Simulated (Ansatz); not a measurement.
The parent structure is SnO$_{2}$ in the rutile structure (space group P4_2/mnm, No. 136).

```xyz
6
Lattice="4.8276 0.0000 0.0000 0.0000 4.8276 0.0000 0.0000 0.0000 3.2381" Properties=species:S:1:pos:R:3 pbc="T T T"
Sn     0.0000     0.0000     0.0000
Sn     2.4138     2.4138     1.6191
O      1.4800     1.4800     0.0000
O      3.8938     0.9337     1.6191
O      0.9337     3.8938     1.6191
O      3.3475     3.3475     0.0000
```

Level of theory: DFT with PBE, PAW potentials and a 420 eV plane-wave cutoff in Ansatz (a quantum-chemistry and plane-wave program), no spin-orbit coupling.

Base values:

| Quantity | Result |
|---|---|
| Valence-band top at Γ | 0.00, -0.74, -0.74 eV |
| Pressure | 0.00 GPa |

It is then changed as follows: every lattice vector is shortened by 1.80 %, atoms relaxed at fixed cell.

Problem. What does the calculation give for the mean gap deformation potential ΔEg/Δln V, energy relative to the base, valence-band top at Γ and pressure after the change?

Solution. The mean gap deformation potential ΔEg/Δln V amounts to -10.7 eV; the energy goes up by 22 meV/atom; the valence-band top at Γ (three highest levels, from the VBM) changes from 0.00, -0.74, -0.74 eV to 0.00, -0.79, -0.79 eV; the pressure (mean of the normal stresses, compression positive) goes from zero to 11.01 GPa.

The cells carry an imposed strain or load. Whether these cells are dynamically stable was not tested.
